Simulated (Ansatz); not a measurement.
Mo2SiN (model structure, started from the MAX type, P6₃/mmc, No. 194, 8 atoms in the cell) was calculated with PBE (Ansatz, a program for electronic structure, PAW).

Run with plane-wave cutoff 520 eV, 24×24×6 k mesh (along the axes of the cell as run), Fermi–Dirac smearing 0.05 eV, no spin polarisation, scalar-relativistic PAW data made under PBE.

Cell (relaxed at this level):

```
Mo2NSi
1.0
    2.97744     0.00000     0.00000
   -1.48872     2.57854     0.00000
    0.00000     0.00000    13.03712
Si Mo N
2 4 2
Direct
  0.33333   0.66667   0.75000
  0.66667   0.33333   0.25000
  0.33333   0.66667   0.09947
  0.66667   0.33333   0.59947
  0.66667   0.33333   0.90053
  0.33333   0.66667   0.40053
  0.00000   0.00000   0.00000
  0.00000   0.00000   0.50000
```

Estimate the bulk modulus that the calculation returns.


- bulk modulus = 224 GPa

Note: the run has no spin polarisation, so it can have missed a magnetic state; the bulk modulus is −V dP/dV from two relaxed cells at ±2 % in volume; the relaxation could raise the start's symmetry but not lower it, so the cell can be a saddle point.

It cost very roughly 10 core-minutes of CPU time.

A model structure was made by putting elements into a prototype or built by hand; it is no filed structure, need not be a known phase, and can be a saddle point held by its symmetry.
